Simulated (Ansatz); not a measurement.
ZnCu, response to strain

Base system: ZnCu in the CsCl type structure (space group Pm-3m, No. 221; a = 2.908 Å; relaxed with 0.1 eV smearing). Axes: x, y, z lie along the cube axes.

Strains are applied to the cell and any free atomic positions relax; under biaxial strain the out-of-plane vector relaxes too.

Method: Kohn–Sham DFT with the PBEsol functional, run in Ansatz (a first-principles code) with PAW and 420 eV plane waves, scalar-relativistic without spin-orbit coupling.

Candidates:
(a) isotropic strain −2.55 %
(b) biaxial strain +1.02 %, plane normal [111], relaxed out of plane
(c) isotropic strain +0.15 %

Notes on the quantities. energy relative to the base: free energy F.

Problem. Order them by energy relative to the base, lowest first.

Solution. (c) isotropic strain +0.15 % (+0.1 meV/atom), (b) biaxial strain +1.02 %, plane normal [111], relaxed out of plane (+2.4 meV/atom), (a) isotropic strain −2.55 % (+34 meV/atom)

No phonon test of stability was made. All final runs are without spin polarisation.
